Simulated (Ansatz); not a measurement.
Given:

End structure of a constructed model of the (0001) surface of wurtzite CdSe (in the relaxation 1 Se–Se bonds broke), Cd-terminated, Se trimer, 2x2 (bottom of the slab: 2 H on 4 bottom sites):

```yaml
crystal:
  lattice:
    - [8.76567, 0.00000, 0.00000]
    - [-4.38283, 7.59129, 0.00000]
    - [0.00000, 0.00000, 32.00000]
  atoms:
    - { symbol: Se, position: [0.33094, 0.16906, 0.31239] }
    - { symbol: Se, position: [0.83532, 0.16454, 0.29478] }
    - { symbol: Se, position: [0.33546, 0.66468, 0.29478] }
    - { symbol: Se, position: [0.83080, 0.66920, 0.31217] }
    - { symbol: Cd, position: [0.14705, 0.35295, 0.33051] }
    - { symbol: Cd, position: [0.68334, 0.31731, 0.33111] }
    - { symbol: Cd, position: [0.18269, 0.81666, 0.33111] }
    - { symbol: Cd, position: [0.64701, 0.85299, 0.33065] }
    - { symbol: Se, position: [0.16667, 0.33333, 0.41473] }
    - { symbol: Se, position: [0.66667, 0.33333, 0.41473] }
    - { symbol: Se, position: [0.16667, 0.83333, 0.41473] }
    - { symbol: Se, position: [0.66667, 0.83333, 0.41473] }
    - { symbol: Cd, position: [0.33333, 0.16667, 0.44251] }
    - { symbol: Cd, position: [0.83333, 0.16667, 0.44251] }
    - { symbol: Cd, position: [0.33333, 0.66667, 0.44251] }
    - { symbol: Cd, position: [0.83333, 0.66667, 0.44251] }
    - { symbol: Se, position: [0.33608, 0.16392, 0.52647] }
    - { symbol: Se, position: [0.82689, 0.16624, 0.52568] }
    - { symbol: Se, position: [0.33376, 0.67311, 0.52568] }
    - { symbol: Se, position: [0.83563, 0.66437, 0.52799] }
    - { symbol: Cd, position: [0.16604, 0.33396, 0.54694] }
    - { symbol: Cd, position: [0.66499, 0.33102, 0.55852] }
    - { symbol: Cd, position: [0.16898, 0.83501, 0.55852] }
    - { symbol: Cd, position: [0.66672, 0.83328, 0.55341] }
    - { symbol: Se, position: [0.15604, 0.34396, 0.62936] }
    - { symbol: Se, position: [0.65993, 0.32349, 0.64365] }
    - { symbol: Se, position: [0.17651, 0.84007, 0.64365] }
    - { symbol: Se, position: [0.66008, 0.83992, 0.63674] }
    - { symbol: Cd, position: [0.31343, 0.18657, 0.66494] }
    - { symbol: Cd, position: [0.85325, 0.16775, 0.67098] }
    - { symbol: Cd, position: [0.33225, 0.64675, 0.67098] }
    - { symbol: Cd, position: [0.82979, 0.67021, 0.64994] }
    - { symbol: H, position: [0.33687, 0.16313, 0.26623] }
    - { symbol: H, position: [0.83687, 0.66313, 0.26601] }
    - { symbol: Se, position: [0.24237, 0.25763, 0.74525] }
    - { symbol: Se, position: [0.37438, 0.56855, 0.74726] }
    - { symbol: Se, position: [0.93145, 0.12562, 0.74726] }
```

Set-up: 37 atoms, 15.8 Å thick at the start with caps and adatoms; mesh 3x3x1; 0.025 eV smearing; dipole correction on; 8 atoms held, the rest relaxed; held to the start's symmetry, so lower structures may exist; no spin, no spin-orbit, no U. It is one candidate, not shown to be the stable structure of the face.

Question: What is the computed gap of the slab on its k-mesh (PBE run with Ansatz, an electronic-structure program)?

Answer: 0.61 eV

Question: Estimate the highest filled level below the top vacuum level that PBE returns for this input.

Answer: 5.95 eV
